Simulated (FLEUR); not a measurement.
# A self-consistent single point of LaSb (Fm-3m, 2 atoms in the cell) with FLEUR

Level of theory: PBEsol, all-electron FLAPW (FLEUR), scalar-relativistic valence in FLEUR.

This input was run:

Input of the input generator:

```
LaSb crystal
&input film=f /
-0.0000000000 6.1321612744 6.1321612744
6.1321612744 -0.0000000000 6.1321612744
6.1321612744 6.1321612744 -0.0000000000
1.0
1.0 1.0 1.0

2
57 0.0000000000 0.0000000000 0.0000000000
51 0.5000000000 0.5000000000 0.5000000000

&comp jspins=1 /
&exco xctyp='PBEs' /
&kpt div1=7 div2=7 div3=7 /
&end /
```

```xml
<?xml version="1.0" encoding="UTF-8" standalone="no"?>
<fleurInput fleurInputVersion="0.39">
   <comment>
      LaSb crystal                                                                                        
   </comment>
   <calculationSetup>
      <cutoffs Kmax="3.8" Gmax="11.4" GmaxXC="11.4" numbands="0"/>
      <scfLoop itmax="80" minDistance="0.00001" maxIterBroyd="40" imix="Anderson" alpha="0.05" precondParam="0.0" spinf="2.0"/>
      <coreElectrons ctail="T" frcor="F" kcrel="0" coretail_lmax="0"/>
      <xcFunctional name="PBEs" relativisticCorrections="F"/>
      <magnetism jspins="1"/>
      <soc l_soc="F" theta="0.0" phi="0.0" spav="F"/>
      <expertModes spex="0" secvar="F"/>
      <geometryOptimization l_f="T" forcealpha="1.0" forcemix="BFGS" epsdisp="0.00001" epsforce="0.00001"/>
      <ldaU l_linMix="F" mixParam="0.05" spinf="1.0"/>
   </calculationSetup>
   <cell>
      <bzIntegration valenceElectrons="26.0" mode="gauss" fermiSmearingEnergy="0.00734986">
         <kPointListSelection listName="default-1"/>
         <!-- k-points included here -->
         <xi:include xmlns:xi="http://www.w3.org/2001/XInclude" href="kpts.xml"> </xi:include>
      </bzIntegration>
      <!-- symmetry operations included here -->
      <xi:include xmlns:xi="http://www.w3.org/2001/XInclude" href="sym.xml"> </xi:include>
      <bulkLattice scale="1.0">
         <bravaisMatrix>
            <row-1>    0.0000000000000000     6.1321612743999996     6.1321612743999996</row-1>
            <row-2>    6.1321612743999996     0.0000000000000000     6.1321612743999996</row-2>
            <row-3>    6.1321612743999996     6.1321612743999996     0.0000000000000000</row-3>
         </bravaisMatrix>
      </bulkLattice>
   </cell>
   <atomSpecies>
      <species name="Lanthanum (La)" element="La" atomicNumber="57">
         <mtSphere radius="2.68" gridPoints="925" logIncrement="0.014"/>
         <atomicCutoffs lmax="10" lnonsphr="8"/>
         <electronConfig flipSpins="F">
            <coreConfig>(1s1/2) (2s1/2) (2p1/2) (2p3/2) (3s1/2) (3p1/2) (3p3/2) (4s1/2) (3d3/2) (3d5/2) (4p1/2) (4p3/2) (4d3/2) (4d5/2)</coreConfig>
            <valenceConfig>(5s1/2) (5p1/2) (5p3/2) (6s1/2) (5d3/2) (5d5/2)</valenceConfig>
            <stateOccupation state="(5d3/2)" spinUp="0.2" spinDown="0.2"/>
            <stateOccupation state="(5d5/2)" spinUp="0.3" spinDown="0.3"/>
         </electronConfig>
         <energyParameters s="6" p="6" d="5" f="4"/>
         <lo type="SCLO" l="0" n="5" eDeriv="0"/>
         <lo type="SCLO" l="1" n="5" eDeriv="0"/>
      </species>
      <species name="Antimony (Sb)" element="Sb" atomicNumber="51">
         <mtSphere radius="2.68" gridPoints="925" logIncrement="0.014"/>
         <atomicCutoffs lmax="10" lnonsphr="8"/>
         <electronConfig flipSpins="F">
            <coreConfig>(1s1/2) (2s1/2) (2p1/2) (2p3/2) (3s1/2) (3p1/2) (3p3/2) (4s1/2) (3d3/2) (3d5/2) (4p1/2) (4p3/2)</coreConfig>
            <valenceConfig>(5s1/2) (4d3/2) (4d5/2) (5p1/2) (5p3/2)</valenceConfig>
            <stateOccupation state="(5p1/2)" spinUp="0.5" spinDown="0.5"/>
            <stateOccupation state="(5p3/2)" spinUp="1.0" spinDown="1.0"/>
         </electronConfig>
         <energyParameters s="5" p="5" d="5" f="4"/>
         <lo type="SCLO" l="2" n="4" eDeriv="0"/>
      </species>
   </atomSpecies>
   <atomGroups>
      <atomGroup species="Lanthanum (La)">
         <relPos label="                   1">.0000000000 .0000000000 .0000000000</relPos>
         <force calculate="T" relaxXYZ="TTT"/>
      </atomGroup>
      <atomGroup species="Antimony (Sb)">
         <relPos label="                   2">1.000/2.000 1.000/2.000 1.000/2.000</relPos>
         <force calculate="T" relaxXYZ="TTT"/>
      </atomGroup>
   </atomGroups>
   <output dos="F" band="F" slice="F">
      <checks vchk="F" cdinf="F"/>
      <bandDOS minEnergy="-.5*Htr" maxEnergy="0.5*Htr" sigma="0.015" storeEVData="T"/>
      <vacuumDOS vacdos="F" integ="F" star="F" nstars="0" locx1="0.0" locy1="0.0" locx2="0.0" locy2="0.0" nstm="0" tworkf="0.0"/>
      <unfoldingBand unfoldBand="F" supercellX="1" supercellY="1" supercellZ="1"/>
      <plotting iplot="0" polar="F">
         <plot TwoD="T" vec1="  1.0  0.0  0.0" vec2="  0.0  1.0  0.0" vec3="  0.0  0.0  1.0" zero="  0.0  0.0  0.0" file="plot"/>
      </plotting>
      <chargeDensitySlicing numkpt="0" minEigenval="0.0" maxEigenval="0.0" nnne="0" pallst="F"/>
      <specialOutput eonly="F"/>
      <magneticCircularDichroism mcd="F" energyLo="-10.0" energyUp="0.0"/>
   </output>
  <!-- We include the file relax.xml here to enable relaxations (see documentation) -->
  <xi:include xmlns:xi="http://www.w3.org/2001/XInclude" href="relax.xml"> <xi:fallback/> </xi:include>
</fleurInput>
```

The program printed (abridged):

```
      Welcome to FLEUR        (www.flapw.de)
      MaX-Release 8.1          (www.max-centre.eu)

 ========== k-point set info ==========
 Selected k-point list: default-1
 k-point list type: mesh
 7 x 7 x 7
 Number of k points: 20

 ------------Calculation Setup---------------------------
           1           2           4           5          10          20
 Number of basis functions:          456
 Iteration:     1   Distance:       3.96691110 me/bohr^3
 Iteration:     2   Distance:       3.73420444 me/bohr^3
 Iteration:     3   Distance:       1.17571876 me/bohr^3
 Iteration:     4   Distance:       0.59743050 me/bohr^3
 Iteration:     5   Distance:       0.54920524 me/bohr^3
 Iteration:     6   Distance:       0.12983190 me/bohr^3
   [... 3 lines left out ...]
 Iteration:    10   Distance:       0.00615023 me/bohr^3
 Iteration:    11   Distance:       0.00057957 me/bohr^3
 Iteration:    12   Distance:       0.00041790 me/bohr^3
 Iteration:    13   Distance:       0.00009797 me/bohr^3
 Iteration:    14   Distance:       0.00000585 me/bohr^3
 Run finished successfully
 Stop message:
   Structural relaxation: Done

[file out, last iteration]
             iter=     15
          p o t e n t i a l   g e n e r a t o r
[...]
          integral of pseudo charge density inside the slab=        0.000000   0.000000
     coulomb potential in the interstitial region:
          density-coulomb potential integrals
          total density-coulomb potenti   -24604.0391906984
          density-effective potential integrals for spin  1
          total density-effective poten   -2.5089045849E+04
          charge density-energy density integrals
          total charge density-energy d   -3.6877143497E+02
 Updated energy parameters for spin:           1
  Atom    1 6s branch from -0.78 to  2.85 htr. ; e_l =  0.2128
  Atom    1 6p branch from -0.04 to  3.59 htr. ; e_l =  0.3196
  Atom    1 5d branch from -3.27 to  1.11 htr. ; e_l =  0.2940
  Atom    1 4f branch from -9.99 to  0.43 htr. ; e_l =  0.3639
  Atom    1 5s branch from -9.23 to -0.78 htr. ; e_l(l -0.9087
  Atom    1 5p branch from -6.79 to -0.04 htr. ; e_l(l -0.3188
  Atom    2 5s branch from -4.95 to  0.53 htr. ; e_l = -0.0308
  Atom    2 5p branch from -3.23 to  1.13 htr. ; e_l =  0.2203
  Atom    2 5d branch from -0.71 to  2.22 htr. ; e_l =  0.4417
  Atom    2 4f branch from -9.99 to  1.72 htr. ; e_l =  0.5941
  Atom    2 4d branch from-18.43 to -0.71 htr. ; e_l(l -0.7237
[...]
 fermi energy and band-weighting factors:
at   0.42857   0.42857   0.42857   k-weight:    0.023324
   21 eigenvalues :
   -0.906668   -0.727075   -0.727075   -0.725928   -0.725891   -0.725891   -0.316685   -0.304714
   -0.304714    0.002487    0.171959    0.228129    0.228129    0.350708    0.360801    0.360801
    0.368194    0.368194    0.370200    0.371843    0.403736
   [... 2 blocks of this kind left out ...]

[...]
FERMIE:
          first approx. to ef    (T=0)  :   0.281477 htr   (energy of the highest occ. eigenvalue)
          number of occ. states  (T=0)  :        258
          first approx. to seigv (T=0)  :  -9.561155 htr
          sum of weights of occ. states :  13.008746
          sum of semicore charge        :   0.000000 e
   [... lines left out ...]
          total moment                 =     0.00000
 Direct bandgap for spin            1 :    1.7970763512021426E-002  Htr
   [... lines left out ...]
          0.00053131  electrons lost from core.
          total charge for spin  1=  107.999998
          interst. charge =       4.325982
          mt charge=             54.263298   49.410719
          total charge  =  107.999998
          zc=   108.000000     qfix=    1.000000
     t o t a l  e n e r g y
          sum of eigenvalues =             -9160.8551675279
          density-coulomb potential int   -24604.0391906984
          density-effective potential i   -25089.0458488491
          charge density-ex.-corr.energ     -368.7714349661
          el.-nucl. inter. diff. m.t.      10316.0748191735
          Madelung term for atom type:       -33.7966407594
          el.-nucl. inter. diff. m.t.       7860.2807050047
          Madelung term for atom type:       -22.5683349019
 ---->    total energy=                   -14975.3208488335 htr
 ---->    (input%tkb*entropy) TS=              0.0000000000 htr
 ---->    free energy=                    -14975.3208488335 htr
      extrapolation for T->0
 ---->    total electron energy=          -14975.3208488335 htr
 ***** TOTAL FORCES ON ATOMS *****
 TOTAL FORCE FOR ATOM TYPE=  1  X=  0.000   Y=  0.000   Z=  0.000
                       FX_TOT= 0.000000 FY_TOT= 0.000000 FZ_TOT= 0.000000
 TOTAL FORCE FOR ATOM TYPE=  2  X=  6.132   Y=  6.132   Z=  6.132
                       FX_TOT= 0.000000 FY_TOT= 0.000000 FZ_TOT= 0.000000
 Structural relaxation: Done
```

The run converged in 14 iterations. FLEUR gives forces in its relaxation mode, with a further iteration, so its stop message speaks of a relaxation.

The starting cell comes from a database of published, mostly measured structures (it also holds non-ambient and calculated ones), without a prior relaxation at this level. Spin-orbit coupling is off. Values depend on the basis (sphere radii, cutoffs, local orbitals), which need not be converged. The log's line on a gap gives a spacing of levels on this mesh, which the program prints for metals too.

Cost on one core of a shared machine: roughly 70 s.
